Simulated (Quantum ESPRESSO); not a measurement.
A user runs Quantum ESPRESSO on Nb₅Si₆Mo₅ (Cm, 16 atoms in the cell) and asks whether the run is sound. The aim is a self-consistent single point with DFT, PBEsol, plane waves, GBRV 1.5 ultrasoft (PBESOL) pseudopotentials.

Cell that was meant: a = 7.3982 Å, b = 7.3982 Å, c = 9.8192 Å, α = 131.53°, β = 131.53°, γ = 39.88°.

Part of the input:

```fortran
    occupations = 'smearing'
    smearing = 'mp'
    degauss = 0.0073499
    nbnd = 80
/
&electrons
    conv_thr = 1e-10
```

Log, with long lists cut:

```
     Message from routine setup:
     using ibrav=0 with symmetry is DISCOURAGED, use correct ibrav instead
     G-vector sticks info
   [... lines left out ...]
        k(   15) = (   0.0000000  -0.7330272   0.3542412), wk =   0.1666667
        k(   16) = (  -0.5318896   0.0000000  -0.5290879), wk =   0.0416667
        k(   17) = (  -0.5318896   0.0000000  -0.1748467), wk =   0.0833333

     Dense  grid:   159387 G-vectors     FFT dimensions: (  80,  80, 108)

     Smooth grid:    56309 G-vectors     FFT dimensions: (  60,  60,  75)

     Initial potential from superposition of free atoms

     starting charge     158.9789, renormalised to     159.0000
     Self-consistent Calculation

     iteration #  1     ecut=    40.00 Ry     beta= 0.70

     total energy              =   -1342.33387028 Ry
     estimated scf accuracy    <       3.04378643 Ry

     iteration #  2     ecut=    40.00 Ry     beta= 0.70

     total energy              =   -1337.25827253 Ry
     estimated scf accuracy    <      75.78430795 Ry

     iteration #  3     ecut=    40.00 Ry     beta= 0.70

     total energy              =   -1343.94315784 Ry
     estimated scf accuracy    <       2.47621844 Ry

   [... 31 blocks of this kind left out ...]

     iteration # 35     ecut=    40.00 Ry     beta= 0.70

     total energy              =   -1344.34116920 Ry
     estimated scf accuracy    <          9.2E-10 Ry

     iteration # 36     ecut=    40.00 Ry     beta= 0.70
     End of self-consistent calculation

     the Fermi energy is    17.1959 ev

!    total energy              =   -1344.34116920 Ry
     estimated scf accuracy    <          7.5E-11 Ry
     smearing contrib. (-TS)   =      -0.00007761 Ry
     internal energy E=F+TS    =   -1344.34109159 Ry

     convergence has been achieved in  36 iterations

     Forces acting on atoms (cartesian axes, Ry/au):

     atom    1 type  1   force =     0.00190642    0.00000000   -0.00431461
     atom    2 type  1   force =     0.00696288    0.00000000   -0.00297291
     atom    3 type  1   force =    -0.00335717    0.00000000    0.00471758
     atom    4 type  1   force =    -0.00033031    0.00277183    0.00003471
   [... lines left out ...]

     Total force =     0.021600     Total SCF correction =     0.000015

          total   stress  (Ry/bohr**3)                   (kbar)     P=      -65.54
  -0.00043757   0.00000000   0.00001305          -64.37        0.00        1.92
   0.00000000  -0.00046276   0.00000000            0.00      -68.07        0.00
   0.00001305   0.00000000  -0.00043631            1.92        0.00      -64.18

   JOB DONE.
```

Problem. Is anything amiss in this input, and did it matter?

Solution. The results are close to the sound ones and would serve for rough work. The doubtful point is too few bands. The band count has to hold all valence electrons, and a smeared run needs empty bands on top for the tail of the occupations. The run converged in 36 iterations without an error; against the sound input the free energy is nearly the same (within 1 meV/atom), the pressure hardly changes (-6.56 to -6.55 GPa) and the largest force goes from 0.222 to 0.230 eV/Å.

The sound input it was made from differs as follows (other fixes are possible):
```diff
-    nbnd = 80
```

With that input, the run converged in 29 iterations: free energy E − TS -18290.6986 eV; Fermi level (on the code's own zero) 17.19 eV; pressure -6.56 GPa; largest force (vector length) 0.222 eV/Å (DFT, PBEsol, plane waves, GBRV 1.5 ultrasoft (PBESOL) pseudopotentials).

On the sound input: the starting cell comes from a database of computed structures (which also holds hypothetical and non-ambient phases and stackings), without a prior relaxation at this level. Spin polarisation is off. With a pressure of about -7 GPa the cell is away from its equilibrium volume at this level.
